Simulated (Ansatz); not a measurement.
Start from HgS in the zinc blende structure (space group F-43m, No. 216; a = 5.8759 Å). Axes: x, y, z lie along the cube axes.

The values are results of PBEsol (Ansatz, an electronic-structure program; PAW; 420 eV plane waves; scalar-relativistic without spin-orbit coupling), not measurements.

Before the change:

| Quantity | Value |
|---|---|
| Pressure | 0.0 GPa |
| Shortest interatomic distance | 2.544 Å |

Modification: uniaxial strain ε_zz = +2.50 %, all other strain components held at zero, atoms relaxed at fixed cell.

Estimate the effect on the pressure.

The pressure (mean of the normal stresses, compression positive) goes from zero to -1.4 GPa.

What does the calculation give for the energy relative to the base after the change?

The energy increases by 3.4 meV/atom.

Estimate the effect on the shortest interatomic distance.

The shortest interatomic distance rises by 0.0214 Å to 2.566 Å.

The mesh was chosen for an insulator and is coarse for the gapless case. Stability against distortions was not tested. The final runs are not spin-polarised.
